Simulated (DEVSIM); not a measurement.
System: Co/HfO2/n-Si capacitor, at 300 K.

```tsv
layer (left to right)	material	thickness (nm)	Nd (cm⁻³)
1	HfO2	9.30	-
2	Si	1300	1.9e17
```

Metal gate on the left, work function 5 eV. Fixed charge at the semiconductor interface -3.5e10 cm⁻² (in units of +e); no interface traps.

Constants are typed, rounded textbook-type inputs, not results; the design itself was drawn at random and stands for no fabricated device. Values at 300 K; Nc and Nv go as T^1.5, mobilities as T to minus their exponent, the gap by Varshni's rule with the affinity fixed.

```tsv
parameter	HfO2	Si
gap (eV)	5.7	1.124
affinity (eV)	2.5	4.05
permittivity	22	11.7
Nc (cm⁻³)	-	2.86e19
Nv (cm⁻³)	-	3.1e19
Varshni α (eV/K)	-	0.000473
Varshni β (K)	-	636
```

Simulated with DEVSIM: 1D Poisson equation in equilibrium, Boltzmann statistics, complete ionisation; no quantum confinement or tunnelling. Metal contacts follow the ideal Schottky-Mott rule: no Fermi-level pinning, no interface dipoles.

The temperature was swept, all else fixed.

```csv
temperature (K),flat-band voltage (V),threshold voltage (band bending 2φF) (V),minimum of the low-frequency capacitance (μF/cm²)
250,0.85,-0.20,0.132
300,0.82,-0.15,0.141
350,0.79,-0.10,0.149
400,0.76,-0.05,0.160
450,0.73,0.00,0.175
500,0.70,0.05,0.191
```

From the first row to the last the flat-band voltage goes from 0.85 to 0.70. From the first row to the last the threshold voltage (band bending 2φF) goes from -0.20 to 0.05.
